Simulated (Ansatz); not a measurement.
**Band gap of NaF (model structure, from the NiAs type, P6₃/mmc, No. 194) at several levels of theory**

No measured value is used here.

```
level (code)         value (eV)
----------------  -------------
LDA (Ansatz)      5.89 (direct)
PBE (Ansatz)      6.23 (direct)
PBEsol (Ansatz)   6.10 (direct)
r²SCAN (Ansatz)   7.05 (direct)
HSE06 (Ansatz)    8.39 (direct)
PBE0 (Ansatz)     9.16 (direct)
r²SCAN0 (Ansatz)  9.68 (direct)
```

Computed values are for a static lattice.  HSE06, PBE0, r²SCAN0: the gap is read on the k mesh or supercell of the run alone and can be too large. Values are at the PBEsol cell. Cutoffs and k meshes differ between the levels. Ansatz's density-functional and Hartree–Fock values are scalar-relativistic unless marked +SOC, with PAW data made under PBE.

A model structure was made by putting elements into a prototype or built by hand; it is no filed structure, need not be a known phase, and can be a saddle point held by its symmetry.

Ansatz is an electronic-structure program.
